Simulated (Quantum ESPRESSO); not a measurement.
## Equation of state of wurtzite SiC (space group 186): energy against volume (Quantum ESPRESSO, LDA)

```
SiC
1.0
    2.96021     0.00000     0.00000
   -1.48011     2.56362     0.00000
    0.00000     0.00000     4.85359
Si C
2 2
Direct
  0.33333   0.66667   0.00000
  0.66667   0.33333   0.50000
  0.33333   0.66667   0.37500
  0.66667   0.33333   0.87500
```

Computed with LDA (PZ), GBRV 1.5 ultrasoft (LDA) pseudopotentials (plane waves; Quantum ESPRESSO). Settings: ecutwfc = 52 Ry; ecutrho = 260 Ry; occupations = smearing; smearing = fd; degauss = 0.000734986 Ry; potentials = {Si: si_lda_v1.uspp.F.UPF, C: c_lda_v1.2.uspp.F.UPF}; K_POINTS = automatic 12 12 7 0 0 0; conv_thr = 1e-10 Ry; mixing_beta = 0.5. The cell above is the first row's. The rows scale it uniformly. In all rows fractional positions and the k mesh are held. E is the free energy at the stated smearing, counted from the lowest row.

| V (Å^3/atom) | E (meV/atom) |
|---|---|
| 9.208 | 72.06 |
| 9.408 | 42.92 |
| 9.609 | 21.84 |
| 9.809 | 8.11 |
| 10.009 | 1.03 |
| 10.209 | 0.00 |
| 10.409 | 4.46 |
| 10.610 | 13.90 |
| 10.810 | ? |

Taking the third-order Birch-Murnaghan form, a cubic in V^(-2/3) for E over the 8 complete rows: With u = V^(-2/3) - 0.217, the rows have u = 0.010627, 0.007389, 0.004249, 0.001231, -0.001686, -0.004507, -0.007238, -0.009895. Least squares gives E = 4.388 + 2584.82·u + 357241·u² - 122128·u³. Residuals (row less fit): 0.005, -0.022, 0.029, -0.001, -0.016, -0.006, 0.019, -0.007; standard error 0.023 (degrees of freedom: 4). Its minimum lies at u = -0.003611, so V0 = (0.213389)^(-3/2) = 10.14. There d²E/du² = 717100 and d³E/du³ = -732800, so B0 = (4/9) × 10.14^(-7/3) × 717100 × 0.160218 = 229 GPa (the last factor turns the table's units into GPa), and B0' = 4 + (2/3) × 0.213389 × (-732800)/717100 = 3.9. The program's pressures in the fitted runs (not shown) pass through zero at V = 10.14, 0.02 % from this V0.

Q: Predict the withheld E at V = 10.810 from the fit, and compare with the calculation.

A: u = -0.012458, so E = 4.388 + 2584.82 × (-0.012458) + 357241 × (-0.012458)² - 122128 × (-0.012458)³ = 27.867 meV/atom. The calculation gives 27.89 meV/atom, 0.023 meV/atom above the prediction (under 0.05 % of the range of E in the table). The row lies outside the fitted rows, so this is an extrapolation. From the scatter of the fitted rows alone, a prediction at this place has a standard error of 0.055 meV/atom, so the miss is 0.4 times that.

Carrying the step between the two nearest rows on in a straight line would have given 23.29, off by 4.60; series whose last step already gives the withheld value aren't shown. The scan was laid around a cell of about the measured size, scaled by a guess for this functional; axis ratios and inner coordinates come from that cell. This is the 2H polytype. The runs keep the symmetry of the cell, so they don't test it for distortions. The shape of the cell and the inner coordinates aren't relaxed, so V0 and B0 belong to this uniform scaling; a relaxed crystal lies no higher in energy and is usually softer (forces reach 0.09 eV/Å in these rows). Cutoffs and mesh are single choices, not tested for convergence of this quantity. Series with a scatter that would blur these digits, or in which a gap closes, are not shown. Nor are scans whose minimum lies at an end fitted in this form.
